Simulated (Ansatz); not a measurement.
# Effect of biaxial strain −1.52 %, plane normal [001], relaxed out of plane on RhGe

The reference is RhGe (space group Pnma, No. 62; a = 5.659 Å, b = 3.261 Å, c = 6.433 Å). Axes: x, y, z lie along a, b, c of the conventional cell.

One thing is altered: compressive biaxial strain of 1.52 % in the plane normal to [001], as in epitaxy on a mismatched substrate; the out-of-plane cell vector and the atoms relax.

Method: PBEsol, PAW, 420 eV (Ansatz, a program for electronic structure; without spin-orbit coupling), earlier PAW set. Settings: 14×8×7 k-points, 0.05 eV Fermi–Dirac smearing, for the changed cell.

The volume per atom shrinks by 0.20 Å³ (14.84 Å³ → 14.64 Å³) and the shortest interatomic distance shrinks by 0.0122 Å (2.462 Å → 2.449 Å). The pressure (mean of the normal stresses, compression positive) goes from zero to 2.4 GPa and the band gap stays zero. The out-of-plane strain comes out as +1.75 % (rough) and the mean in-plane stress (compression positive) amounts to +3.6 GPa (rough).

Final structure (turned so that z lies along the plane normal):

```
CELL_PARAMETERS angstrom
      3.21129     0.00000     0.00000
      0.00000     5.57309     0.00000
      0.00000     0.00000     6.54562
ATOMIC_POSITIONS crystal
  Ge 0.75000 0.19185 0.43959
  Ge 0.25000 0.80815 0.56041
  Ge 0.25000 0.30815 0.93959
  Ge 0.75000 0.69185 0.06041
  Rh 0.75000 0.00393 0.79692
  Rh 0.25000 0.99607 0.20308
  Rh 0.25000 0.49607 0.29692
  Rh 0.75000 0.50393 0.70308
```

Cost of the whole job for the changed cell (relaxation, final SCF and bands): roughly 2.7 core-minutes.

Without a gap, meshes like the base's 8×14×7 leave anisotropic stresses uncertain by several tenths of a GPa, and small strain energies with them. No phonon test of stability was made. The final runs are not spin-polarised. The zero or small gap of RhGe can change with the level of theory.
